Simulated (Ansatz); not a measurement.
The starting structures come from a database of crystals and need not be the phases stable at ambient conditions.

Inside the gap of an insulator the Bloch states are evanescent, with a wavenumber k + iκ along the transport direction.

Given:

```
O3Sb2
1.0
    7.85903     0.00000     0.00000
    0.00000     7.85903     0.00000
    3.92951    -3.92951     5.55717
Sb O
8 12
Cartesian
  1.83700   3.92951   1.47963
  3.92951  -2.09251   4.25821
  6.02202   3.92951   1.47963
  3.92951   2.09251   4.25821
  7.85903  -2.09251   4.07754
  1.83700   0.00000   1.29896
  7.85903   2.09251   4.07754
  6.02202   0.00000   1.29896
  3.92951   3.92951   3.43727
  7.85903   3.92951   0.65868
  7.85903   0.00000   2.11990
  7.85903   3.92951   4.89849
  6.36003   6.36003   0.00000
  6.36003   2.43052   2.77859
  1.49900   1.49900   0.00000
  9.35802   5.42851   2.77859
  1.49900   6.36003   0.00000
  9.35802   2.43052   2.77859
  6.36003   1.49900   0.00000
  6.36003   5.42851   2.77859
```

Space group of this cell: Fd-3m. The cell was relaxed by PBE-D3(BJ); by r2SCAN its mean pressure is -2.3 GPa.

Transport runs along the normal of the first two printed cell vectors, the (001) plane of the conventional cell.

The gap is the functional's own. No spin-orbit coupling. Mid-gap values are interpolated on the energy grid.

### Question
Predict the band gap and the smallest decay constant κ at mid-gap from r2SCAN (Ansatz, a quantum-chemistry and plane-wave program).

### Answer
Gap 3.39 eV on a 6×6×6 mesh; κ = 0.398 1/Å, at (0.500, 0.500) of the in-plane reciprocal vectors. At the zone centre, at the nearest computed energy, the slowest state has κ = 0.40 1/Å.
